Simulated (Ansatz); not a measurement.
AlB2-type ZrB2 was calculated with BLYP (plane waves, PAW; Ansatz, a quantum-chemistry and plane-wave program).

Numerical settings: plane-wave cutoff 520 eV, 24×24×18 k mesh (along the axes of the cell as run), Fermi–Dirac smearing 0.078 eV (set by the program), scalar-relativistic PAW data made under PBE.

Computed at the level's own relaxed cell.

Hill averages of the elastic tensor: K = 220.6 GPa, G = 205.6 GPa. Volume 10.580 Å³/atom, mean atomic mass 37.615 u.

### Question
Work out the density, the sound velocities of a polycrystal and the elastic Debye temperature, and Pugh's ratio at this level.

### Answer
ρ = 1.66054 × 37.615/10.580 = 5.904 g/cm³. v_l = √[(K + 4G/3)/ρ] = 9.154 km/s and v_t = √(G/ρ) = 5.901 km/s. The mean follows from 3/v_m³ = 1/v_l³ + 2/v_t³: v_m = 6.478 km/s. Θ_D = (ħ/k_B) v_m (6π²/V)^(1/3) = 76.38 K Å s/km × 6.478 × 1.7755 Å⁻¹ = 879 K, counting all atoms of the cell. K/G = 1.07, to be set beside Pugh's rough bound of 1.75 between brittle and ductile metals.
